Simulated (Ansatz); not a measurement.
## Migration barriers: interstitial H in chalcopyrite CuGaSe2, charge state +1

Defect: interstitial H in chalcopyrite CuGaSe2, charge state +1. Computed with PBE, PAW (plane waves to 420 eV; Ansatz, an electronic-structure program).

64-site cell at the relaxed PBE lattice, one k-point at (0.250, 0.250, 0.250), smearing 0.05 eV, spin-restricted, no finite-size correction. Energies are static. PBE gaps are too small, and in this host the defect's levels may merge with the bands. The charge state is imposed; whether it is stable for some Fermi level was not computed. Sites that were not tried may lie lower.

Barriers: single points on a 2×2×2 k-point mesh shifted by half a step at the bands' geometries.

| Route | Start site over the lowest site run (eV) | Hop (Å) | Forward barrier (eV) | Backward barrier (eV) | Neighbours at the start | Neighbours at the saddle | Saddle order | Forward, on the band's own sampling (eV) |
|---|---|---|---|---|---|---|---|---|
| several atoms move together, H the farthest | 0.00 | 1.95 | 0.41 | 0.41 | Cu at 1.82; Se at 1.55 Å | Cu at 1.56; Se at 1.91, Se at 2.07 Å | not checked | 0.45 |
| several atoms move together, H the farthest | 0.00 | 4.21 | 0.83 | 0.83 | Cu at 1.82; Se at 1.55 Å | Ga at 2.20; Se at 1.82, Se at 1.89 Å | not checked | 0.83 |

Paths come from CI-NEB runs.   A further band (several atoms move together, H the farthest, 2.09 Å) gave 0.40 eV forward on its own sampling, 0.41 eV above the lowest site run, but a shoulder points to a second hump between its images, so it is not taken as a result.
